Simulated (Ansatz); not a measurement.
Consider NaF in the rock salt structure (space group Fm-3m, No. 225; a = 4.6291 Å). Axes: x, y, z lie along the cube axes.

Structures relaxed with PBEsol (Ansatz, a first-principles code, PAW, no SOC).

Base:

Simulated powder pattern, Cu Kα1, λ = 1.54056 Å (kinematic, ideal powder, no thermal factors, no anomalous dispersion; the 8 strongest lines at most, above 2 %, up to 2θ = 90°):

| 2θ (°) | I/Imax (%) | hkl |
|---|---|---|
| 33.50 | 2.2 | (111) |
| 38.88 | 100 | (200) |
| 56.15 | 57 | (220) |
| 70.40 | 16 | (222) |
| 83.46 | 6.8 | (400) |

After one change:

Simulated powder pattern, Cu Kα1, λ = 1.54056 Å (kinematic, ideal powder, no thermal factors, no anomalous dispersion; the 8 strongest lines at most, above 2 %, up to 2θ = 90°):

| 2θ (°) | I/Imax (%) |
|---|---|
| 34.06 | 3.5 |
| 38.32 | 58 |
| 40.13 | 100 |
| 56.69 | 61 |
| 58.05 | 28 |
| 71.71 | 25 |
| 82.04 | 4.0 |
| 86.66 | 6.7 |

### Question
Name the change that was made.
A. biaxial strain +1.00 %, plane normal [001], relaxed out of plane
B. biaxial strain +3.00 %, plane normal [001], relaxed out of plane
C. biaxial strain −3.00 %, plane normal [001], relaxed out of plane
D. biaxial strain −1.50 %, plane normal [001], relaxed out of plane

### Answer
C, biaxial strain −3.00 %, plane normal [001], relaxed out of plane. Its volume per atom is 11.83 Å³ against 12.40 Å³, and its space group is I4/mmm (No. 139).

Stability against distortions was not tested.
